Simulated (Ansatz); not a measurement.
Consider O vacancy in rutile SnO2, charge state +2. These are PBE, PAW (plane waves to 420 eV; Ansatz, an electronic-structure program) values and carry that method's errors.

Settings: 216 host sites, the relaxed PBE lattice, one k-point at (0.250, 0.250, 0.250), smearing 0.01 eV, spin-restricted, no image-charge correction. Energies are static. The charge state is imposed; whether it is stable for some Fermi level was not computed. Forms of the defect that were not tried may lie lower.

Barriers: single points on a 2×2×2 k-point mesh shifted by half a step at the bands' geometries.

Relaxed starting cell (atoms counted from 1):

```
Sn72O143
1.0
   14.48227     0.00000     0.00000
    0.00000    14.48227     0.00000
    0.00000     0.00000    12.95368
Sn O
72 143
Cartesian
 -0.18472  -0.18288   0.00024
  0.00942   0.01147   3.22861
 -0.00675  -0.00476   6.47667
  0.00921   0.01154   9.72507
 -0.00459   4.83234  -0.00018
 -0.00777   4.81927   3.24778
 -0.01092   4.83038   6.47659
 -0.00820   4.81925   9.70548
 -0.01260   9.64814  -0.00017
 -0.00687   9.65410   3.23693
 -0.00448   9.65302   6.47663
 -0.00692   9.65393   9.71639
  4.82981  -0.00224  -0.00028
  4.81731  -0.00600   3.24783
  4.82821  -0.00872   6.47685
  4.81741  -0.00598   9.70565
  4.85276   4.85467  -0.00015
  4.87398   4.87608   3.25747
  4.84240   4.84437   6.47671
  4.87379   4.87597   9.69586
  4.82871   9.64607  -0.00023
  4.82588   9.64943   3.23966
  4.81942   9.65638   6.47677
  4.82575   9.64943   9.71365
  9.64607  -0.01052  -0.00021
  9.65194  -0.00489   3.23688
  9.65103  -0.00256   6.47660
  9.65206  -0.00479   9.71635
  9.64401   4.83077  -0.00031
  9.64724   4.82797   3.23953
  9.65431   4.82135   6.47656
  9.64736   4.82781   9.71354
  9.63729   9.63950  -0.00021
  9.64257   9.64485   3.24461
  9.66662   9.66873   6.47653
  9.64266   9.64475   9.70849
  2.53921   2.54147   1.77473
  2.40921   2.41100   4.90021
  2.40832   2.41050   8.05434
  2.53946   2.54193  11.17987
  2.40551   7.24026   1.61909
  2.40993   7.24122   4.85880
  2.41014   7.24140   8.09454
  2.40527   7.24003  11.33428
  2.42564  12.05985   1.61339
  2.40706  12.06561   4.85620
  2.40675  12.06566   8.09740
  2.42530  12.05973  11.34024
  7.23816   2.40750   1.61902
  7.23914   2.41195   4.85877
  7.23944   2.41223   8.09450
  7.23804   2.40732  11.33428
  7.25300   7.25512   1.61933
  7.25439   7.25644   4.86706
  7.25418   7.25613   8.08630
  7.25318   7.25522  11.33381
  7.23402  12.06601   1.62136
  7.23716  12.06544   4.85817
  7.23729  12.06529   8.09511
  7.23426  12.06595  11.33184
 12.05758   2.42768   1.61318
 12.06356   2.40903   4.85588
 12.06355   2.40889   8.09710
 12.05775   2.42751  11.34006
 12.06374   7.23632   1.62135
 12.06331   7.23940   4.85803
 12.06305   7.23932   8.09491
 12.06378   7.23640  11.33178
 12.00172  12.00378   1.64442
 12.07966  12.08171   4.85869
 12.08008  12.08208   8.09486
 12.00115  12.00327  11.30894
  1.50656   1.50810   3.23512
  1.46825   1.46999   6.47708
  1.50568   1.50832   9.71973
  1.48232   6.28592  -0.00015
  1.48598   6.28087   3.23243
  1.47888   6.30084   6.47660
  1.48587   6.28081   9.72084
  1.44211  11.17040   0.00000
  1.45317  11.16519   3.22208
  1.46324  11.14678   6.47671
  1.45334  11.16466   9.73133
  6.28410   1.48419  -0.00012
  6.27925   1.48761   3.23242
  6.29909   1.48082   6.47662
  6.27916   1.48787   9.72073
  6.31223   6.31424  -0.00028
  6.32404   6.32609   3.23201
  6.31940   6.32136   6.47657
  6.32416   6.32580   9.72130
  6.29088  11.14589  -0.00023
  6.29280  11.14200   3.23531
  6.29379  11.14143   6.47661
  6.29286  11.14187   9.71787
 11.16875   1.44389  -0.00017
 11.16322   1.45518   3.22182
 11.14510   1.46510   6.47642
 11.16286   1.45552   9.73116
 11.14386   6.29299  -0.00028
 11.14010   6.29474   3.23520
 11.13962   6.29562   6.47635
 11.14014   6.29462   9.71776
 11.10036  11.10234  -0.00025
 11.12088  11.12266   3.26999
 11.14621  11.14821   6.47670
 11.12068  11.12245   9.68296
  0.93343   3.81587   1.59703
  0.93107   3.88353   4.85999
  0.93124   3.88401   8.09355
  0.93289   3.81540  11.35652
  0.93676   8.72758   1.61539
  0.93548   8.72629   4.85094
  0.93495   8.72571   8.10224
  0.93679   8.72772  11.33803
  0.98471  13.63506   1.56149
  0.93896  13.56487   4.84382
  0.93876  13.56478   8.10978
  0.98443  13.63532  11.39246
  5.70403   3.85961   1.61307
  5.78413   3.91523   4.86418
  5.78441   3.91550   8.08904
  5.70397   3.85957  11.34033
  5.76212   8.71881   1.61813
  5.75958   8.72350   4.85787
  5.75983   8.72363   8.09552
  5.76186   8.71856  11.33509
  5.74047  13.56731   1.62370
  5.75267  13.54665   4.85621
  5.75288  13.54657   8.09723
  5.74064  13.56718  11.32962
 10.56970   3.88341   1.61525
 10.58124   3.88039   4.85025
 10.58132   3.88055   8.10270
 10.56982   3.88343  11.33792
 10.58415   8.71800   1.62268
 10.58646   8.71820   4.85890
 10.58661   8.71821   8.09413
 10.58407   8.71779  11.33047
 10.57528  13.52941   1.61751
 10.59373  13.55122   4.85418
 10.59396  13.55145   8.09906
 10.57525  13.52952  11.33572
  3.81329   0.93518   1.59687
  3.88189   0.93312   4.86007
  3.88192   0.93307   8.09371
  3.81410   0.93580  11.35653
  3.85787   5.70627   1.61301
  3.91319   5.78611   4.86421
  3.91330   5.78630   8.08918
  3.85752   5.70598  11.34028
  3.88142  10.57167   1.61536
  3.87840  10.58320   4.85049
  3.87845  10.58317   8.10291
  3.88137  10.57171  11.33807
  8.72561   0.93855   1.61534
  8.72448   0.93743   4.85090
  8.72407   0.93708   8.10219
  8.72605   0.93902  11.33794
  8.71684   5.76417   1.61803
  8.72162   5.76174   4.85780
  8.72187   5.76195   8.09532
  8.71694   5.76419  11.33500
  8.71593  10.58652   1.62270
  8.71607  10.58850   4.85894
  8.71640  10.58869   8.09417
  8.71568  10.58601  11.33048
 13.63403   0.98711   1.56105
 13.56294   0.94097   4.84376
 13.56281   0.94084   8.10972
 13.63261   0.98600  11.39235
 13.56547   5.74282   1.62374
 13.54476   5.75472   4.85589
 13.54459   5.75477   8.09700
 13.56534   5.74270  11.32951
 13.52732  10.57700   1.61755
 13.54929  10.59561   4.85428
 13.54932  10.59561   8.09911
 13.52752  10.57719  11.33569
  3.24690   3.25019   0.00027
  3.39900   3.40110   3.34529
  3.35471   3.35687   6.47741
  3.39926   3.40019   9.60868
  3.35650   8.14809  -0.00018
  3.35135   8.15621   3.23144
  3.33518   8.18256   6.47676
  3.35102   8.15648   9.72203
  3.36069  12.99749  -0.00012
  3.33199  13.01127   3.23021
  3.33701  13.00345   6.47689
  3.33153  13.01149   9.72349
  8.14619   3.35859  -0.00019
  8.15414   3.35349   3.23137
  8.18085   3.33704   6.47660
  8.15428   3.35351   9.72197
  8.17140   8.17366  -0.00025
  8.17374   8.17571   3.24043
  8.18599   8.18816   6.47674
  8.17373   8.17577   9.71277
  8.15003  13.01094  -0.00021
  8.16183  13.00770   3.23600
  8.16847  13.00598   6.47659
  8.16216  13.00744   9.71733
 12.99506   3.36313  -0.00027
 13.00948   3.33376   3.22989
 13.00167   3.33893   6.47661
 13.00940   3.33370   9.72322
 13.00902   8.15192  -0.00027
 13.00563   8.16399   3.23593
 13.00400   8.17040   6.47651
 13.00578   8.16364   9.71723
 12.90625  12.90794  -0.00028
 13.00567  13.00763   3.20164
 13.01058  13.01239   6.47663
 13.00527  13.00746   9.75216
```
Cell charge +2.

End state 1 differs by these moves (Å; atoms that move under 0.08 Å are left out):

| atom | element | Δx | Δy | Δz |
|---|---|---|---|---|
| 1 | Sn | 0.17 | 0.17 | 0.01 |
| 5 | Sn | -0.13 | 0.12 | -0.15 |
| 6 | Sn | -0.13 | 0.14 | 0.15 |
| 13 | Sn | 0.06 | -0.06 | -0.03 |
| 14 | Sn | 0.07 | -0.06 | 0.02 |
| 37 | Sn | 0.05 | -0.31 | -0.16 |
| 40 | Sn | -0.14 | -0.12 | 0.16 |
| 69 | Sn | 0.06 | 0.06 | -0.03 |
| 72 | Sn | 0.06 | 0.06 | 0.02 |
| 73 | O | -0.09 | 0.06 | -0.05 |
| 108 | O | 0.49 | -2.25 | -1.54 |
| 111 | O | -0.03 | 0.11 | -0.02 |
| 144 | O | 0.17 | -0.10 | 0.02 |
| 168 | O | -0.11 | -0.06 | 0.06 |
| 171 | O | -0.08 | -0.04 | -0.05 |
| 172 | O | 0.08 | -0.08 | 0.00 |
| 173 | O | -0.06 | 0.06 | 0.11 |
| 175 | O | -0.08 | 0.07 | -0.10 |
| 180 | O | 0.01 | 0.15 | 0.06 |
| 181 | O | -0.14 | 0.00 | -0.17 |
| 183 | O | -0.07 | -0.05 | 0.12 |
| 204 | O | 0.08 | -0.01 | 0.02 |
| 212 | O | 0.10 | 0.08 | 0.00 |

What forward and backward barriers to end state 1 does PBE, PAW give?

forward 1.21 eV, backward 1.21 eV; at the saddle point atom 108 has neighbours Sn at 1.99, Sn at 2.25 Å. The saddle point's order was not checked.

End state 2 differs by these moves (Å; atoms that move under 0.08 Å are left out):

```tsv
atom	element	Δx	Δy	Δz
1	Sn	0.15	0.15	0.00
2	Sn	-0.07	-0.07	0.03
4	Sn	-0.07	-0.07	-0.03
17	Sn	0.15	0.15	0.00
18	Sn	-0.07	-0.07	-0.03
20	Sn	-0.07	-0.07	0.03
37	Sn	-0.26	-0.26	0.00
40	Sn	-0.26	-0.26	0.00
73	O	-0.09	-0.09	0.11
75	O	-0.09	-0.09	-0.11
88	O	0.08	0.08	0.00
108	O	0.07	0.07	0.00
111	O	0.07	0.07	0.00
144	O	0.07	0.07	0.00
147	O	0.07	0.07	0.00
180	O	-1.68	-1.68	0.00
181	O	-0.09	-0.09	-0.11
183	O	-0.09	-0.09	0.11
212	O	0.08	0.08	0.00
```

Estimate the forward and backward barriers to end state 2 that PBE, PAW returns for this input.

forward 0.90 eV, backward 0.90 eV; at the saddle point atom 180 has neighbours 2 Sn at 1.89 Å. The saddle point's order was not checked, and it lies on a symmetry element of the cell, where a band can be held.

End state 3 differs by these moves (Å; atoms that move under 0.08 Å are left out):

```csv
atom,element,Δx,Δy,Δz
1,Sn,0.19,0.19,0.01
2,Sn,-0.19,-0.19,0.01
37,Sn,0.00,0.00,-0.31
38,Sn,0.13,0.13,0.11
39,Sn,0.00,0.00,0.08
40,Sn,-0.13,-0.13,0.11
70,Sn,-0.08,-0.08,0.02
72,Sn,0.08,0.08,0.02
73,O,0.00,0.00,-3.23
116,O,0.00,0.00,0.11
117,O,0.05,0.07,-0.05
119,O,-0.05,-0.07,-0.05
121,O,-0.08,-0.06,-0.01
123,O,0.08,0.06,-0.01
149,O,-0.06,-0.08,-0.01
151,O,0.06,0.08,-0.01
168,O,0.00,0.00,0.11
169,O,0.07,0.05,-0.05
171,O,-0.07,-0.05,-0.05
180,O,0.15,0.15,-0.11
181,O,-0.15,-0.15,-0.11
182,O,0.04,0.04,0.10
183,O,-0.04,-0.04,0.10
212,O,0.10,0.10,0.04
213,O,-0.10,-0.10,0.04
```

Estimate the forward and backward barriers to end state 3 that PBE, PAW returns for this input.

forward 2.12 eV, backward 2.12 eV; at the saddle point atom 73 has neighbours 2 O at 2.50; Sn at 1.96, Sn at 2.33, Sn at 2.33 Å. The saddle point's order was not checked, and it lies on a symmetry element of the cell, where a band can be held.
